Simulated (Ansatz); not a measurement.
System: CsCl-type AuZn (cubic form, which distorts at low temperature). Method: r²SCAN (Ansatz, a first-principles code, plane waves, PAW).

Settings: plane-wave cutoff 560 eV, 18×18×18 k mesh, Fermi–Dirac smearing 0.05 eV, scalar-relativistic PAW data made under PBE.

Cell (relaxed at this level):

Space group Pm-3m (No. 221); a = b = c = 3.1489 Å, α = β = γ = 90.00°

```
atom  site  symmetry       x       y       z
----  ----  --------  ------  ------  ------
Zn      1b      m-3m  0.5000  0.5000  0.5000
Au      1a      m-3m  0.0000  0.0000  0.0000
```

Q: Predict the bulk modulus B0 and pressure derivative B′ of the bulk modulus.

A: 
- bulk modulus B0 = 135 GPa
- pressure derivative B′ of the bulk modulus = 5.4

The run finds no gap.

Measured, for comparison: bulk modulus 131 GPa (temperature not stated, no zero-point or thermal correction; as tabulated in Nepal et al. (2020), arXiv:2007.11150). Computed (rounded) less measured: bulk modulus +3 %. A static lattice is as a rule a little smaller and stiffer than an uncorrected measurement, which narrows the difference in the bulk modulus and would widen misses of the other sign.

Note: symmetry holds this phase in the static calculation, where it need not be a minimum.

Spin–orbit coupling is not included; it can shift volumes and moduli of such heavy elements.
